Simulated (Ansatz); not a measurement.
Ansatz (a program for electronic structure) run on NaF (Fm-3m, 2 atoms in the cell): zone-centre phonon calculation.

Method: PBE (plane waves, PAW; Ansatz).

```
NaF
1.0
    0.00000     2.32194     2.32194
    2.32194     0.00000     2.32194
    2.32194     2.32194     0.00000
Na F
1 1
Cartesian
  0.00000   0.00000   0.00000
  2.32194   2.32194   2.32194
```

Reference input (self-consistent single point, DFT, PBE, plane waves, default PAW files): basis.ecutwfc = 30.9 Ry; kpoints.mp_grid.grid = 9 9 9; hamiltonian.xc = pbe; hamiltonian.pseudopotentials = {kind: paw} (the program's default PAW files); scf.occupations.method = fermi_dirac; scf.occupations.width = 0.0007 Ry. This run's input differs from it in these lines:

```diff
@@ -20,8 +20,9 @@
   occupations:
-    method: fermi_dirac
-    width: 0.0007 Ry
-output:
-  forces: true
-  eigenvalues: true
-  stress: true
+    method: fixed
+  convergence:
+    dr2_threshold: 1.0e-07 eV
+phonons:
+  method: dfpt
+  dielectric: true
+  rigid_motions: translations
```

Output, abridged:

```
SCF iter   1: F=—  HF=-2297.426522 eV  |F-HF|=—  |Δ(HF+E_count)|=         —  Δρ=7.70e-4  dr2=9.83e-5  ethr=1.77e-3  ⟨swp⟩=4.7  Hψ=4386  notcnv=0  defer=140
all-band conjugate gradients solve this SCF's bands
preconditioner: auto → none
SCF iter   2: F=—  HF=-2297.426213 eV  |F-HF|=—  |Δ(HF+E_count)|=   3.09e-4  Δρ=1.05e-3  dr2=1.56e-4  ethr=6.14e-7  ⟨swp⟩=2.3  Hψ=2288  notcnv=0  defer=150
SCF iter   3: F=—  HF=-2297.426184 eV  |F-HF|=—  |Δ(HF+E_count)|=   2.98e-5  Δρ=3.45e-4  dr2=1.43e-5  ethr=6.14e-7  ⟨swp⟩=2.0  Hψ=1133  notcnv=0  defer=150
SCF iter   4: F=—  HF=-2297.426198 eV  |F-HF|=—  |Δ(HF+E_count)|=   1.44e-5  Δρ=4.14e-5  dr2=1.45e-7  ethr=8.92e-8  ⟨swp⟩=2.2  Hψ=1210  notcnv=0  defer=150
SCF iter   5: F=—  HF=-2297.426199 eV  |F-HF|=—  |Δ(HF+E_count)|=   1.30e-6  Δρ=4.20e-5  dr2=3.03e-7  ethr=9.05e-10  ⟨swp⟩=2.0  Hψ=1441  notcnv=0  defer=150
SCF iter   6: F=-2297.426199 eV  HF=-2297.426199 eV  |F-HF|=3.42e-8  |Δ(HF+E_count)|=   8.00e-8  Δρ=1.48e-5  dr2=3.80e-8  ethr=6.25e-10  ⟨swp⟩=8.9  Hψ=5990  notcnv=0
SCF 1 converged in 6 iterations: F = -2297.426199 eV  dr2 = 3.80e-8
DFPT response loops at Γ: preconditioner auto → none (the input reference at scf.mixing.eps_inf says where Resta's filter doesn't serve); β = 0.50 …
Free energy (F): -2297.426199 eV
Internal energy: -2297.426199 eV  (E = F + TS)
E sigma→0 (E₀):  -2297.426199 eV
Fermi energy:    0.972226 eV
--- Phonons (Γ-DFPT): 2 representative perturbations + reference, on 75 of 729 k-points (Σ response iterations 8) ---
  k mesh reduced under 8 symmetry operations, with k and −k counted as one. Each operation leaves every solved perturbation unchanged …
  ASR residual: 1.154e-2 → 0.000e0 eV/Å²; symmetrization residual: 5.289e-7 eV/Å²
   [... lines left out ...]
  k-mesh period / interband length: 29.6 Å / 0.87 Å = 34.00 at k = (0.0000, 0.0000, 0.0000), direct gap 6.281 eV — 14 or more, which is no proof of convergence
   [... lines left out ...]
        404.31      1             2.2778
  optical modes at Γ + LO–TO along q̂ = [0.0000, 1.0000, 0.0000]:
      ω (cm⁻¹)  modes    IR ((D/Å)²/amu)
        244.48      2             4.5557
        404.31      1             2.2778
  optical modes at Γ + LO–TO along q̂ = [0.0000, 0.0000, 1.0000]:
      ω (cm⁻¹)  modes    IR ((D/Å)²/amu)
        244.48      2             4.5557
        404.31      1             2.2778
```

The run converged in 6 iterations. 

Summary of the result:
* **Free energy E − TS (on the zero of these files)**: -2297.4262 eV
* **Top of the valence band (on the code's own zero)**: 0.97 eV
* **Gap on the k-point mesh**: 6.28 eV
* **Zone-centre frequencies (cm⁻¹; negative means imaginary)**: 0, 0, 0, 244, 244, 244
* **ε∞ at this k-point mesh, which may be far from converged in small-gap cells (xx, yy, zz)**: 1.87, 1.87, 1.87
* **Born charges at this mesh (mean of the diagonal, e)**: Na 1.01, F -1.01

The starting cell has typed, rounded lattice constants, without a prior relaxation at this level. Its lattice was rescaled by up to half a per cent. The frequencies listed for the zone centre hold no LO-TO term.

Keys are those of Ansatz 0.2.
